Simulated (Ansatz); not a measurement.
## CdSe in the zinc blende structure (space group F-43m, No. 216)

```xyz
2
Lattice="0.0000 3.0666 3.0666 3.0666 0.0000 3.0666 3.0666 3.0666 0.0000" Properties=species:S:1:pos:R:3 pbc="T T T"
Se     4.6000     4.6000     4.6000
Cd     0.0000     0.0000     0.0000
```

Level of theory: r2SCAN/PAW in Ansatz (a first-principles code), spin-orbit coupling left out. Γ-centred 9×9×9 mesh, Fermi–Dirac width 0.05 eV.

| Quantity | Value |
|---|---|
| Volume per atom | 28.84 Å³ |
| Density | 5.51 g/cm³ |
| Band gap | 1.04 eV, direct at Γ |
| Electron mass | 0.093 mₑ |
| Hole mass (degenerate bands, along [100]) | 0.098, 0.70, 0.70 mₑ |
| Lowest conduction-band minima above the VBM | Γ 1.04 eV |
| Total energy | -6873.918 eV/atom (σ→0; compares only within this code and set-up) |

Masses are band curvatures over ±0.01 Å⁻¹ around the edge. Stability against distortions was not tested.
